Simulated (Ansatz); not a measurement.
TiAl (Pm-3m, No. 221, 2 atoms in the cell; start mp-1061123; a measured phase of this formula has another space group)

The numbers are results of PBEsol (Ansatz, a program for electronic structure, PAW), not measurements.

Run with plane-wave cutoff 500 eV, 18×18×18 k mesh, Fermi–Dirac smearing 0.1 eV, no spin polarisation, scalar-relativistic PAW data made under PBE.

Cell (relaxed at this level):

AlTi has the cubic space group Pm-3m (No. 221), the CsCl type structure, Pearson symbol cP2. Conventional cell: a = b = c = 3.158 Å, α = β = γ = 90.00°. Ti on 1a has 8 Al at 2.735 Å and 6 Ti at 3.158 Å. Al on 1b is surrounded by 8 Ti at 2.735 Å and 6 Al at 3.158 Å. (Neighbours: up to the widest gap in distance over summed covalent radii, below 1.35, at either atom.)

| Item | Value |
|---|---|
| band gap | none |

Note: the relaxation could not lower the start's symmetry, so the cell can be a saddle point above a distorted one.

The computed numbers hold no vibrational or temperature effects.

Cost on a shared machine: about 30 core-seconds (a rough figure).

A start named mp-… is a Materials Project structure, which need not be a measured phase.
